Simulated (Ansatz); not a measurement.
Start from BN in the zinc blende structure (space group F-43m, No. 216; a = 3.6051 Å). Axes: x, y, z lie along the cube axes.

Perturbation: uniaxial stress, 2 GPa tension along x; all other stress components relax to zero.

Levels (all Ansatz, an electronic-structure program, PAW, earlier PAW set): PBEsol (420 eV, no spin-orbit coupling); HSE06+SOC (420 eV, spin-orbit coupling included).

The geometry is relaxed with PBEsol.

* **PBEsol lowest conduction level above the VBM at special points**: X 4.26 eV; M 4.32 eV; S 6.82 eV; Γ 8.78 eV
* **PBEsol valence-band top at Γ**: 0.00, 0.00, -0.03 eV

What does HSE06+SOC give at this geometry for the lowest conduction level above the VBM at special points and valence-band top at Γ?

The lowest conduction level above the VBM at special points changes from X 4.26 eV; M 4.32 eV; S 6.82 eV; Γ 8.78 eV to X 5.75 eV; M 5.81 eV; S 8.43 eV; Γ 10.57 eV; the valence-band top at Γ (three highest Kramers pairs, from the VBM) becomes 0.00, -0.01, -0.04 eV (PBEsol: 0.00, 0.00, -0.03 eV).

Single points use the geometry relaxed with PBEsol. HSE06 gaps are upper bounds (no full band path). The spin-orbit shifts are approximate. The levels and masses belong to the bands next to the band gap. Load acts through the strain it causes; cell and atoms are relaxed under it. Stability under load was not tested beyond the relaxation. Labels are those of the standard path for the cell's own space group.
